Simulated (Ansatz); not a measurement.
The reference is Au in the fcc (Cu type) structure (space group Fm-3m, No. 225; a = 4.125 Å; relaxed with 0.1 eV smearing). Axes: x, y, z lie along the cube axes.

The values are results of plane-wave PAW DFT at the r2SCAN level (Ansatz, a program for electronic structure, 500 eV), no spin-orbit coupling, not measurements.

For the base:

```
Quantity            Value
---------------  --------
Pressure          0.0 GPa
Volume per atom  17.54 Å³
```

The change: compressive biaxial strain of 2.00 % in the plane normal to [001], as in epitaxy on a mismatched substrate; the out-of-plane cell vector and the atoms relax.

Task: What happens to the pressure, volume per atom and energy relative to the base?

Result: The pressure (mean of the normal stresses, compression positive) goes from zero to 1.0 GPa; the volume per atom falls by 0.10 Å³, from 17.54 Å³ to 17.44 Å³; the energy goes up by 2.8 meV/atom.

No phonon test of stability was made.
